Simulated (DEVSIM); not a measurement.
Structure: Pd/SiO2/n-Ge capacitor, at 300 K.

```tsv
layer (left to right)	material	thickness (nm)	Nd (cm⁻³)
1	SiO2	3.70	-
2	Ge	1900	1e17
```

Metal gate on the left, work function 5.2 eV. Fixed charge at the semiconductor interface 0 cm⁻² (in units of +e); no interface traps.

Constants are typed, rounded textbook-type inputs, not results; the design itself was drawn at random and stands for no fabricated device. Values at 300 K; Nc and Nv go as T^1.5, mobilities as T to minus their exponent, the gap by Varshni's rule with the affinity fixed.

```csv
parameter,SiO2,Ge
gap (eV),9,0.664
affinity (eV),0.9,4
permittivity,3.9,16
Nc (cm⁻³),-,1.04e19
Nv (cm⁻³),-,6e18
Varshni α (eV/K),-,0.000477
Varshni β (K),-,235
```

DEVSIM, 1D Poisson equation in equilibrium, Boltzmann statistics, complete ionisation; no quantum confinement or tunnelling. Metal contacts follow the ideal Schottky-Mott rule: no Fermi-level pinning, no interface dipoles.

Base results: capacitance of the dielectric stack (μF/cm²) 0.933; flat-band voltage (V) 1.08; threshold voltage (band bending 2φF) (V) 0.49; minimum of the low-frequency capacitance (μF/cm²) 0.160.

Q: What follows from this one change: SiO2 thickness 0.0037 → 0.0044 μm?

A: capacitance of the dielectric stack 0.933 → 0.785 μF/cm²; flat-band voltage little changed (1.08 V); threshold voltage (band bending 2φF) 0.49 → 0.46 V; minimum of the low-frequency capacitance 0.160 → 0.156 μF/cm².

Q: What follows from this one change: substrate doping 1e+17 → 5e+16 cm^-3?

A: capacitance of the dielectric stack little changed (0.933 μF/cm²); flat-band voltage 1.08 → 1.06 V; threshold voltage (band bending 2φF) 0.49 → 0.56 V; minimum of the low-frequency capacitance 0.160 → 0.125 μF/cm².

Q: What follows from this one change: temperature 300 → 400 K?

A: capacitance of the dielectric stack little changed (0.933 μF/cm²); flat-band voltage 1.08 → 1.03 V; threshold voltage (band bending 2φF) 0.49 → 0.61 V; minimum of the low-frequency capacitance 0.160 → 0.212 μF/cm².

Q: What follows from this one change: interface trap density 0 → 1e+12 cm^-2 eV^-1?

A: capacitance of the dielectric stack little changed (0.933 μF/cm²); flat-band voltage 1.08 → 1.12 V; threshold voltage (band bending 2φF) 0.49 → 0.45 V; minimum of the low-frequency capacitance 0.160 → 0.257 μF/cm².
